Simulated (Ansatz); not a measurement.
Carrier doping in CuI

The parent structure is CuI in the zinc blende structure (space group F-43m, No. 216).

CuI has the cubic space group F-43m (No. 216), the zinc blende structure, Pearson symbol cF8. Cell: a = b = c = 6.0230 Å, α = β = γ = 90.00°. I on 4c sees 4 Cu at 2.608 Å (tetrahedral). Cu on 4a is coordinated by 4 I at 2.608 Å (tetrahedral). (Neighbours: up to the widest gap in distance over summed covalent radii, below 1.35, at either atom; cation-cation and far metal-metal contacts left out.)
(The calculation used a cell of 2 atoms; values per cell refer to that cell.)

Carriers are added at fixed cell with a uniform background; the Fermi–Dirac width is that of 300 K.

Method: r2SCAN/PAW in Ansatz (an electronic-structure program), no spin-orbit coupling.

Notes on the quantities. Fermi level from band edge: Fermi level relative to the doped band's edge (positive inside the band; to 0.05 eV).

```csv
variant,Fermi level from band edge,gap between the host's bands
undoped,–,1.67 eV
electrons 7.0×10^20 cm⁻³,+0.90 eV,1.65 eV
electrons 1.5×10^21 cm⁻³,+1.05 eV,1.63 eV
electrons 3.0×10^21 cm⁻³,+1.20 eV,1.59 eV
holes 7.0×10^20 cm⁻³,+0.10 eV,1.72 eV
holes 1.5×10^21 cm⁻³,+0.20 eV,1.78 eV
holes 3.0×10^21 cm⁻³,+0.30 eV,1.88 eV
```

Carriers are added with a uniform compensating background; total energy and stress of such cells depend on the potential's zero and are not compared; many-body gap narrowing is missing at this level. Spin-orbit coupling, missing from the scalar runs, can matter with I. Whether these cells are dynamically stable was not tested. All final runs are without spin polarisation.
